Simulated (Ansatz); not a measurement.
The starting structures come from a database of crystals and need not be the phases stable at ambient conditions.

 Where the default PAW files enter, the runs use the earlier of Ansatz's two default sets.

```yaml
crystal:
  lattice:
    - [4.85861, 0.00000, 0.00000]
    - [0.00000, 5.22786, 0.00000]
    - [0.00000, 2.33038, 4.67973]
  atoms:
    - { symbol: Si, position: [0.27070, 0.02668, 0.32758] }
    - { symbol: Si, position: [0.77070, 0.97332, 0.67242] }
    - { symbol: Si, position: [0.27070, 0.67242, 0.97332] }
    - { symbol: Si, position: [0.77070, 0.32758, 0.02668] }
    - { symbol: N, position: [0.61502, 0.09564, 0.34288] }
    - { symbol: N, position: [0.11502, 0.90436, 0.65712] }
    - { symbol: N, position: [0.61502, 0.65712, 0.90436] }
    - { symbol: N, position: [0.11502, 0.34288, 0.09564] }
    - { symbol: O, position: [0.22129, 0.79128, 0.20872] }
    - { symbol: O, position: [0.72129, 0.20872, 0.79128] }
```

Space group of this cell: Cmc2_1. The cell is taken as given; by PBEsol its mean pressure is 2.2 GPa.

Method: PBEsol (plane waves, PAW; Ansatz, an electronic-structure program).

The current runs along the normal of the first two printed vectors; no spin-orbit coupling. Scaled by the factor s: all lengths (ions clamped). The meshes follow the cell: 6×8×8 and 6×6 across at s = 0.98, 6×6×6 and 6×6 across at s = 1.00, 6×6×6 and 6×6 across at s = 1.02.

| s | mean pressure (GPa) | band gap (eV) |
|---|---|---|
| 0.98 | 17.4 | ? |
| 1.00 | 2.2 | 4.99 |
| 1.02 | -9.5 | 4.53 |

Problem. Take the slope of the band gap against ln s from the two given rows, extrapolate to s = 0.98, and say what the run there gives.

Solution. Slope = (4.53 − 4.99) / ln 1.02 = -23.2 eV. The line gives 4.99 + (-23.2) × ln 0.98 = 5.46 eV. The run gives 5.36 eV, 0.10 eV under the line, 21 % of the predicted step.
